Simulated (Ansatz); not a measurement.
The starting structures come from a database of crystals and need not be the phases stable at ambient conditions.

Data:

```yaml
crystal:
  lattice:
    - [4.23061, 0.00000, 0.00000]
    - [0.00000, 10.11462, 0.00000]
    - [0.00000, 2.02249, 11.72859]
  atoms:
    - { symbol: Ba, position: [0.50903, 0.70515, 0.40225] }
    - { symbol: Ba, position: [0.49097, 0.29485, 0.59775] }
    - { symbol: Ba, position: [0.00903, 0.79485, 0.09775] }
    - { symbol: Ba, position: [0.99097, 0.20515, 0.90225] }
    - { symbol: Bi, position: [0.50479, 0.45117, 0.18661] }
    - { symbol: Bi, position: [0.49521, 0.54883, 0.81339] }
    - { symbol: Bi, position: [0.00479, 0.04883, 0.31339] }
    - { symbol: Bi, position: [0.99521, 0.95117, 0.68661] }
    - { symbol: Se, position: [0.50000, 0.00000, 0.50000] }
    - { symbol: Se, position: [0.00000, 0.50000, 0.00000] }
    - { symbol: Se, position: [0.50336, 0.08671, 0.14058] }
    - { symbol: Se, position: [0.49664, 0.91329, 0.85942] }
    - { symbol: Se, position: [0.00336, 0.41329, 0.35942] }
    - { symbol: Se, position: [0.99664, 0.58671, 0.64058] }
    - { symbol: O, position: [0.49386, 0.33912, 0.81393] }
    - { symbol: O, position: [0.50614, 0.66088, 0.18607] }
    - { symbol: O, position: [0.99386, 0.16088, 0.68607] }
    - { symbol: O, position: [0.00614, 0.83912, 0.31393] }
```

Space group of this cell: P2_1/c. The cell is taken as given; by PBEsol its mean pressure is -3.2 GPa.

Transport runs along the normal of the first two printed cell vectors.

The gap is the functional's own. No spin-orbit coupling. Mid-gap values are interpolated on the energy grid.

State the band gap and the smallest decay constant κ at mid-gap according to PBEsol (Ansatz, a quantum-chemistry and plane-wave program).

Gap 1.32 eV on a 8×4×4 mesh; κ = 0.184 1/Å, at (0.500, 0.000) of the in-plane reciprocal vectors. At the zone centre, at the nearest computed energy, the slowest state has κ = 0.19 1/Å.
